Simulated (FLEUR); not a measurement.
A user runs FLEUR on Os (P6_3/mmc, 4 atoms in the cell) and asks whether the run is sound. The aim is a self-consistent single point with DFT, LDA (Vosko-Wilk-Nusair), all-electron FLAPW (FLEUR), scalar-relativistic valence.

Cell that was meant: a = 2.7638 Å, b = 2.7638 Å, c = 8.8927 Å, α = 90.00°, β = 90.00°, γ = 120.00°.

Part of the input:

```xml
      <ldaU l_linMix="F" mixParam="0.05" spinf="1.0"/>
   </calculationSetup>
   <cell>
      <bzIntegration valenceElectrons="56.0" mode="hist" fermiSmearingEnergy="0.03674932">
         <kPointListSelection listName="default-1"/>
         <!-- k-points included here -->
         <xi:include xmlns:xi="http://www.w3.org/2001/XInclude" href="kpts.xml"> </xi:include>
```

Output (repeated stretches shortened):

```
      Welcome to FLEUR        (www.flapw.de)
      MaX-Release 8.1          (www.max-centre.eu)

 ========== k-point set info ==========
 Selected k-point list: default-1
 k-point list type: mesh
 7 x 7 x 2
 Number of k points: 16

 ------------Calculation Setup---------------------------
           1           2           4           8          16
 Number of basis functions:          527
 Iteration:     1   Distance:      14.38248392 me/bohr^3
 Iteration:     2   Distance:      13.18242238 me/bohr^3
 Iteration:     3   Distance:       5.87449058 me/bohr^3
 Iteration:     4   Distance:       1.45292054 me/bohr^3
 Iteration:     5   Distance:       1.19308824 me/bohr^3
   [... 6 lines left out ...]
 Iteration:    12   Distance:       0.00059028 me/bohr^3
 Iteration:    13   Distance:       0.00011502 me/bohr^3
 Iteration:    14   Distance:       0.00014317 me/bohr^3
 Iteration:    15   Distance:       0.00000980 me/bohr^3
 Run finished successfully
 Stop message:
   Structural relaxation: Done

[file out, last iteration]
             iter=     16
[...]
          total density-effective poten   -1.2071292967E+05
          total charge density-energy d   -1.3251899297E+03
 Updated energy parameters for spin:           1
[...]
 fermi energy and band-weighting factors:
    1.200301    1.203122    1.247655

[...]
FERMIE:
          first approx. to ef    (T=0)  :   0.632808 htr   (energy of the highest occ. eigenvalue)
          number of occ. states  (T=0)  :        454
          first approx. to seigv (T=0)  :  -8.939024 htr
          sum of weights of occ. states :  28.000000
          sum of semicore charge        :   0.000000 e
FERHIS:  Fermi-Energy by histogram:
   [... lines left out ...]
          bandgap                     :   0.002742 htr
          charge neutrality (T=0)     :   0.000000    (zero if the highest occ. eigenvalue is "entirely" occupied)
     EF_NEWTON:  Adjust Fermi-Energy by Newton-Method.
 Direct bandgap for spin            1 :    1.3996392037887384E-002  Htr
 ---->    free energy=                    -69088.9390505606 htr
   [... lines left out ...]
 ---->    total electron energy=          -69088.7185374637 htr
 ***** TOTAL FORCES ON ATOMS *****
 TOTAL FORCE FOR ATOM TYPE=  1  X=  0.000   Y=  0.000   Z=  0.000
                       FX_TOT= 0.000000 FY_TOT= 0.000000 FZ_TOT= 0.000000
 TOTAL FORCE FOR ATOM TYPE=  2  X=  2.611   Y= -1.508   Z=  4.201
                       FX_TOT= 0.000000 FY_TOT= 0.000000 FZ_TOT= 0.000000
 Structural relaxation: Done
```

FLEUR gives forces in its relaxation mode, with a further iteration, so its stop message speaks of a relaxation.

Q: Can these results be used? Check the input.

A: The run is not sound. The fault is a smearing width that is far too large. A width of many tenths of an electronvolt moves electrons far across the Fermi level or the gap, and the free energy and its derivatives carry a large smearing term. To fix it, use a width small against the gap or band features. The run converged in 15 iterations without an error; against the sound input the free energy falls by 1.48 eV/atom.

An input that runs soundly differs in these lines (not the only fix; some lines may just follow from the change or write a value another way):
```diff
-      <bzIntegration valenceElectrons="56.0" mode="hist" fermiSmearingEnergy="0.03674932">
+      <bzIntegration valenceElectrons="56.0" mode="hist" fermiSmearingEnergy="0.00367493">
```

With that input, the run converged in 17 iterations: free energy E − TS -1879999.8986 eV; Fermi level (on the code's own zero) 17.19 eV (DFT, LDA (Vosko-Wilk-Nusair), all-electron FLAPW (FLEUR), scalar-relativistic valence).

On the sound input: the starting cell was generated: these elements placed on a structure prototype, without a prior relaxation; it need not be a known phase or ordering of this composition. Its lattice was rescaled by a random factor within 2.5 % of one. Spin-orbit coupling is off. Spin polarisation is off. Values depend on the basis (sphere radii, cutoffs, local orbitals), which need not be converged. The log's line on a gap gives a spacing of levels on this mesh, which the program prints for metals too.
